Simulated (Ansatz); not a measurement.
## Ge under a change: Sn on a Ge site

The reference is an 8-atom supercell of Ge in the diamond structure (space group Fd-3m, No. 227; a = 5.762 Å) at its relaxed geometry.

Modification: one Ge atom is replaced by Sn, atoms relaxed at fixed cell, starting from a slightly rattled geometry.

All numbers come from PBE (Ansatz, a first-principles code, PAW, scalar-relativistic without spin-orbit coupling), earlier PAW set. Γ-centred 6×6×6 mesh, Fermi–Dirac width 0.05 eV.

| quantity | base | changed | shift |
|---|---|---|---|
| pressure | 0.0 GPa | 3.9 GPa | +3.9 GPa |
| largest displacement of a host atom from its site in the perfect cell | – | 0.09 Å | – |
| mean distance from the defect site to its nearest host atoms | 2.50 Å | 2.58 Å | +0.086 Å |

Final structure:

```yaml
crystal:
  lattice:
    - [-5.76221, 0.00000, 0.00000]
    - [0.00000, 0.00000, 5.76221]
    - [0.00000, 5.76221, 0.00000]
  atoms:
    - { symbol: Sn, position: [0.49954, 0.49993, 0.49866] }
    - { symbol: Ge, position: [0.99955, 0.49997, 0.99875] }
    - { symbol: Ge, position: [0.99963, 0.99999, 0.49881] }
    - { symbol: Ge, position: [0.49962, 0.99991, 0.99873] }
    - { symbol: Ge, position: [0.24097, 0.75856, 0.75739] }
    - { symbol: Ge, position: [0.75827, 0.75864, 0.24017] }
    - { symbol: Ge, position: [0.75819, 0.24136, 0.75737] }
    - { symbol: Ge, position: [0.24092, 0.24127, 0.24003] }
```

Cost of the whole job for the changed cell (relaxation, final SCF and bands): around 11 core-minutes (rough).

In so small a cell the defect repeats every few ångströms: this is an ordered compound, not a dilute defect. All final runs are without spin polarisation. The defect cell is not spin-polarised.
